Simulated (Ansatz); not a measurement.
**MgS: energy against strain**

MgS (rock salt, Fm-3m, 17.607 Å³/atom at rest) under an equal strain ε in the (111) plane with the normal axis free, as in a coherent film. r2SCAN in Ansatz, a plane-wave DFT program (PAW, default set), 500 eV, 11×11×11 Γ-centred mesh, Fermi-Dirac smearing 0.05 eV; ions are relaxed within the symmetry of each cell.

Here s stands for strain and y for E less E0.

```
strain (%)  E less E0 (meV/atom)
----------  --------------------
-2.50                          ?
-1.25                       3.18
-0.83                       1.39
-0.42                       0.35
0.00                        0.00
0.42                        0.34
0.83                        1.34
1.25                        3.01
```

Question: Using a parabola, estimate the missing y at s = -2.50 from the other rows, showing the fit.

Answer: Least squares gives y = -0.002 - 0.0532·s + 1.9826·s². Residuals (row less fit): 0.018, -0.018, -0.020, 0.002, 0.015, 0.020, -0.019; standard error 0.023 (degrees of freedom: 4). Twice the quadratic coefficient over the volume, 2 × 1.9826 meV × 10⁴ × 0.1602 / 17.607 Å³, is twice the biaxial elastic modulus of this plane = 361 ± 3 GPa. At the withheld row, y = -0.002 - 0.0532 × (-2.50) + 1.9826 × (-2.50)² = 12.522 meV/atom. The calculation gives 13.06 meV/atom, 0.538 meV/atom above the prediction (4.1 % of the range of y in the table). The row lies outside the fitted rows, so this is an extrapolation. From the scatter of the fitted rows alone, a prediction at this place has a standard error of 0.087 meV/atom, so the miss is 6.2 times that.

One order more, fitted to all 13 runs of the series, follows each within 0.01, so the miss is the next term of a smooth law. Rows are the converged runs of the series near zero and its far end; series whose fitted rows scatter by over a few per cent of the range, as at a crossing or softening among them, aren't shown in this form. Most that stay on the fit to the last digits aren't either.
